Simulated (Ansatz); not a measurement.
# A computed series for hypothetical rock salt BP: response to strain

Start from BP in the rock salt structure (space group Fm-3m, No. 225; a = 4.321 Å; a hypothetical phase, not in the database extracts checked; relaxed with 0.1 eV smearing). Axes: x, y, z lie along the cube axes.

Strains are applied to the cell and any free atomic positions relax; under biaxial strain the out-of-plane vector relaxes too.

Method: PBE (Ansatz, a program for electronic structure; PAW; 420 eV plane waves; no spin-orbit coupling).

Notes on the quantities. pressure: mean of the normal stresses, compression positive; energy relative to the base: free energy F.

| variant | volume per atom | pressure | energy relative to the base |
|---|---|---|---|
| base | 10.08 Å³ | 0.0 GPa | 0 meV/atom |
| biaxial strain −2.28 %, plane normal [001], relaxed out of plane | 9.95 Å³ | 2.7 GPa | +5.9 meV/atom |
| biaxial strain +4.98 %, plane normal [110], relaxed out of plane | 10.80 Å³ | -9.4 GPa | +45 meV/atom |
| isotropic strain +0.70 % | 10.29 Å³ | -3.2 GPa | +2.2 meV/atom |
| uniaxial strain ε_yy = +4.80 % | 10.57 Å³ | -6.5 GPa | +13 meV/atom |
| uniaxial strain ε_zz = −0.94 % | 9.99 Å³ | 1.6 GPa | +0.6 meV/atom |
| uniaxial strain ε_zz = +0.50 % | 10.13 Å³ | -0.8 GPa | +0.2 meV/atom |

A biaxial case was relaxed in a doubled cell and then solved in the primitive one. Stability against distortions was not tested. The final runs are not spin-polarised.
